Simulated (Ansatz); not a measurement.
The starting structures come from a database of crystals and need not be the phases stable at ambient conditions.

 Where the default PAW files enter, the runs use the earlier of Ansatz's two default sets.

The decay constant κ of evanescent states in the gap governs leakage through a thin film.

Consider the following.

```yaml
crystal:
  lattice:
    - [3.80509, 0.00000, 0.00000]
    - [-1.90254, 3.29530, 0.00000]
    - [0.00000, 0.00000, 24.91593]
  atoms:
    - { symbol: Zn, position: [0.33333, 0.66667, 0.12512] }
    - { symbol: Zn, position: [0.00000, 0.00000, 0.00016] }
    - { symbol: Zn, position: [0.66667, 0.33333, 0.62505] }
    - { symbol: Zn, position: [0.66667, 0.33333, 0.87514] }
    - { symbol: Zn, position: [0.00000, 0.00000, 0.75002] }
    - { symbol: Zn, position: [0.33333, 0.66667, 0.50008] }
    - { symbol: Zn, position: [0.00000, 0.00000, 0.37509] }
    - { symbol: Zn, position: [0.66667, 0.33333, 0.25013] }
    - { symbol: S, position: [0.66667, 0.33333, 0.34372] }
    - { symbol: S, position: [0.66667, 0.33333, 0.71858] }
    - { symbol: S, position: [0.33333, 0.66667, 0.21873] }
    - { symbol: S, position: [0.00000, 0.00000, 0.84367] }
    - { symbol: S, position: [0.66667, 0.33333, 0.96881] }
    - { symbol: S, position: [0.00000, 0.00000, 0.09373] }
    - { symbol: S, position: [0.33333, 0.66667, 0.59369] }
    - { symbol: S, position: [0.00000, 0.00000, 0.46869] }
```

Space group of this cell: P3m1. The cell is taken as given; by PBEsol its mean pressure is -1.2 GPa.

Transport runs along the normal of the first two printed cell vectors, the (001) plane of the conventional cell.

No gap correction and no spin-orbit coupling; mid-gap values are interpolated between computed energies.

Question: State the band gap and the smallest decay constant κ at mid-gap according to PBEsol in Ansatz (a quantum-chemistry and plane-wave program).

Answer: Gap 2.02 eV on a 12×12×2 mesh; κ = 0.140 1/Å, at the zone centre.
